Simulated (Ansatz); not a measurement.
alpha quartz: the defect Cl on the O site

These are PBE, PAW (plane waves to 420 eV; Ansatz, a quantum-chemistry and plane-wave program) values and carry that method's errors. A supercell of 243 sites (3×3×3 repeats of a cell of 9 atoms) was used; the energies come from a Γ-point sampling of its zone. Site at the start: the O site. Charged cells carry a point-charge image correction with potential alignment at far atoms. Dielectric constants: PBE linear response of the host. Host gap at this level: 5.68 eV. Finite-size and sampling errors can reach tenths of an eV here. The semilocal functional narrows the gap, so deep levels can fall outside it. Spin–orbit coupling is left out. Each state is the lowest found from its start.

Formation energies E_f are given with the Fermi level at the valence-band maximum. Chemical conditions: Si-rich (Δμ(O) = -4.16 eV, Δμ(Cl) = -1.63 eV, bounded by SiCl4 (P2_1/c); only phases computed here count, gases as isolated molecules at 0 K). Reference phases: Cl: Cl2 molecule in a box, O: O2 molecule in a box.

In at least one state atoms left their starting sites on relaxation (a large move, or an atom on the emptied site), so the name describes the start.

Charges with a result: +1, 0, −1. Others weren't obtained, and one of them could lie lower, also by skipping a charge.

```csv
charge,moment (μB),point group,largest move off a lattice site (Å),image correction with alignment (eV),"E_f, Si-rich (eV)"
+1,not spin-polarised,C1,0.53,0.32,-1.09
0,1.0,C1,1.07,0.00,3.31
−1,not spin-polarised,C1,1.84,0.22,7.24
```

Point groups are those of the whole cell at tolerances of 0.03 and 0.1 Å ("near" where only the looser one holds); none is given for unsettled states.

Transition levels above the valence-band maximum: ε(+1/0) = 4.40 eV; ε(0/−1) = 3.92 eV. On the lower envelope of the bound states, inside the gap: (+1/−1) at 4.16 eV; the others aren't thermodynamic.

Flagged in the runs: a host whose relaxation on this sampling wasn't shown to rest, a strain field that reaches the edge of the cell, zone-centre sampling.

All states together cost around 7 core-hours (rough).
